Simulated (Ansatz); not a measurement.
Take TaS$_{2}$ in the CdI2 type structure (space group P-3m1, No. 164; a = 3.332 Å, c = 5.785 Å; layered, stacked along the Cartesian z axis; relaxed with 0.1 eV smearing) as the base. Axes: x lies along a and z along c of the hexagonal cell.

The values are results of PBE-D3(BJ) (Ansatz, an electronic-structure program), no spin-orbit coupling, earlier PAW set, not measurements.

Perturbation: the cell is stretched by 1.47 % along z with no lateral relaxation; the atoms relax in the strained cell.

**Question.** Predict the stress tensor and what it implies for the stiffness.

**Answer.** Stress of the strained cell less that of the base (GPa, compression positive):
```
   -0.1     0.0     0.0
    0.0    -0.1     0.0
    0.0     0.0    -0.7
```

Then −Δσ_ii/ε with ε = 0.0147 gives secant stiffness values (nonlinear terms included at this strain): C33 ≈ 51 GPa.

Whether these cells are dynamically stable was not tested. All final runs are without spin polarisation.
